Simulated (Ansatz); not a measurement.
## bcc Mo (1 1 0) on monoclinic HfO2 (0 1 0) (film strained to the substrate, started from cuts of the bulks and a machine-learned relaxation)

A periodic stack without vacuum, bcc Mo (1 1 0) on monoclinic HfO2 (0 1 0) (film strained to the substrate, started from cuts of the bulks and a machine-learned relaxation): substrate slab Hf12O24, film Mo20, surface cells [[0, 1], [-1, 0]] and [[-2, 0], [-3, -2]], film strained by -2.3 and -1.3 %, outermost planes Hf/Hf and Mo/Mo as cut, which need not be the usual terminations and can put a slab off its formula.

The start was prepared with a machine-learned potential, and the result is one local minimum, with the in-plane cell held and forces under 0.04 eV/Å; the film can end far from its bulk form.

Computed with PBE (plane waves to 420 eV, PAW; Ansatz, an electronic-structure program). Spin–orbit coupling is left out; the runs are not spin-polarised; PBE gaps are too small against experiment. Its k-point mesh 5×5×1, Fermi–Dirac width 0.05 eV.

The interface area is 27.2 Å², the period is 28.90 Å and the gaps between the outermost planes at the two interfaces comes out as 1.89 and 1.89 Å. The Hf–Mo contacts across the interfaces within 1.22 times the sum of covalent radii comes out as 10, mean 3.32 Å and the Mo–O contacts across the interfaces within 1.22 times the sum of covalent radii comes out as 2, mean 1.91 Å. The hole barrier (PBE) is 2.04 eV and the electron barrier (PBE) is 2.00 eV.

```yaml
crystal:
  lattice:
    - [5.35125, 0.00131, -0.11336]
    - [0.86726, 5.08722, 0.09701]
    - [-2.78299, 1.09335, 28.99279]
  atoms:
    - { symbol: Hf, position: [0.26766, 0.36828, 0.04612] }
    - { symbol: Hf, position: [0.79210, 0.74907, 0.20372] }
    - { symbol: Hf, position: [0.24467, 0.76074, 0.12979] }
    - { symbol: Hf, position: [0.82623, 0.33791, 0.11290] }
    - { symbol: O, position: [0.17422, 0.10372, 0.08885] }
    - { symbol: O, position: [0.88279, 0.96921, 0.14837] }
    - { symbol: O, position: [0.41156, 0.95981, 0.18230] }
    - { symbol: O, position: [0.65872, 0.18591, 0.04228] }
    - { symbol: O, position: [0.08037, 0.47569, 0.16783] }
    - { symbol: O, position: [0.99848, 0.59965, 0.07712] }
    - { symbol: O, position: [0.48612, 0.58669, 0.08312] }
    - { symbol: O, position: [0.58722, 0.48039, 0.16726] }
    - { symbol: Hf, position: [0.39212, 0.29215, 0.21999] }
    - { symbol: Hf, position: [0.91892, 0.68659, 0.38437] }
    - { symbol: Hf, position: [0.36859, 0.70988, 0.30996] }
    - { symbol: Hf, position: [0.94243, 0.26892, 0.29440] }
    - { symbol: O, position: [0.29052, 0.06929, 0.27243] }
    - { symbol: O, position: [0.02053, 0.90952, 0.33195] }
    - { symbol: O, position: [0.54216, 0.90057, 0.36225] }
    - { symbol: O, position: [0.76906, 0.07831, 0.24209] }
    - { symbol: O, position: [0.20963, 0.42164, 0.34925] }
    - { symbol: O, position: [0.10138, 0.55718, 0.25514] }
    - { symbol: O, position: [0.60404, 0.55640, 0.25876] }
    - { symbol: O, position: [0.70702, 0.42236, 0.34563] }
    - { symbol: Hf, position: [0.51897, 0.22971, 0.40063] }
    - { symbol: Hf, position: [0.04365, 0.61062, 0.55826] }
    - { symbol: Hf, position: [0.48476, 0.64096, 0.49143] }
    - { symbol: Hf, position: [0.06655, 0.21793, 0.47459] }
    - { symbol: O, position: [0.42806, 0.00953, 0.45595] }
    - { symbol: O, position: [0.13783, 0.87563, 0.51572] }
    - { symbol: O, position: [0.65285, 0.79370, 0.56208] }
    - { symbol: O, position: [0.89934, 0.01857, 0.42217] }
    - { symbol: O, position: [0.31278, 0.37937, 0.52726] }
    - { symbol: O, position: [0.23070, 0.50310, 0.43657] }
    - { symbol: O, position: [0.72386, 0.49827, 0.43708] }
    - { symbol: O, position: [0.82500, 0.39273, 0.52119] }
    - { symbol: Mo, position: [0.18051, 0.79457, 0.64974] }
    - { symbol: Mo, position: [0.65178, 0.80447, 0.62734] }
    - { symbol: Mo, position: [0.91965, 0.28522, 0.64945] }
    - { symbol: Mo, position: [0.42429, 0.29362, 0.64807] }
    - { symbol: Mo, position: [0.85183, 0.01491, 0.72367] }
    - { symbol: Mo, position: [0.36007, 0.01277, 0.72398] }
    - { symbol: Mo, position: [0.60074, 0.51981, 0.72412] }
    - { symbol: Mo, position: [0.09235, 0.52028, 0.72299] }
    - { symbol: Mo, position: [0.52922, 0.24204, 0.80148] }
    - { symbol: Mo, position: [0.03139, 0.23907, 0.80164] }
    - { symbol: Mo, position: [0.28028, 0.74130, 0.80270] }
    - { symbol: Mo, position: [0.78242, 0.73833, 0.80285] }
    - { symbol: Mo, position: [0.21928, 0.46012, 0.88135] }
    - { symbol: Mo, position: [0.71088, 0.46056, 0.88022] }
    - { symbol: Mo, position: [0.95159, 0.96759, 0.88037] }
    - { symbol: Mo, position: [0.45987, 0.96541, 0.88069] }
    - { symbol: Mo, position: [0.88736, 0.68662, 0.95627] }
    - { symbol: Mo, position: [0.39205, 0.69504, 0.95490] }
    - { symbol: Mo, position: [0.65995, 0.17572, 0.97700] }
    - { symbol: Mo, position: [0.13118, 0.18569, 0.95460] }
```
